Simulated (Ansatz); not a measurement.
Given:

```
HfO2
1.0
    3.55802     0.00000     0.00000
    0.00000     3.55802     0.00000
    0.00000     0.00000     5.17186
Hf O
2 4
Direct
  0.50000   0.50000   0.50000
  0.00000   0.00000   0.00000
  0.00000   0.50000   0.69721
  0.00000   0.50000   0.19721
  0.50000   0.00000   0.80279
  0.50000   0.00000   0.30279
```

Space group of this cell: P4_2/nmc. The cell is taken as given; by r2SCAN its mean pressure is 4.1 GPa.

Method: r2SCAN (plane waves, PAW; Ansatz, an electronic-structure program).

The current runs along the normal of the first two printed vectors; no spin-orbit coupling. Scaled by the factor s: all lengths (ions clamped). The meshes follow the cell: 10×10×6 and 10×10 across at s = 0.98, 8×8×6 and 8×8 across at s = 1.00, 8×8×6 and 8×8 across at s = 1.02.

```csv
s,mean pressure (GPa),band gap (eV)
0.98,23.2,5.53
1.00,4.1,5.31
1.02,-10.5,?
```

**Question.** Take the slope of the band gap against ln s from the two given rows, extrapolate to s = 1.02, and say what the run there gives.

**Answer.** Slope = (5.53 − 5.31) / ln 0.98 = -10.9 eV. The line gives 5.31 + (-10.9) × ln 1.02 = 5.09 eV. The run gives 5.06 eV, 0.03 eV under the line, 16 % of the predicted step.
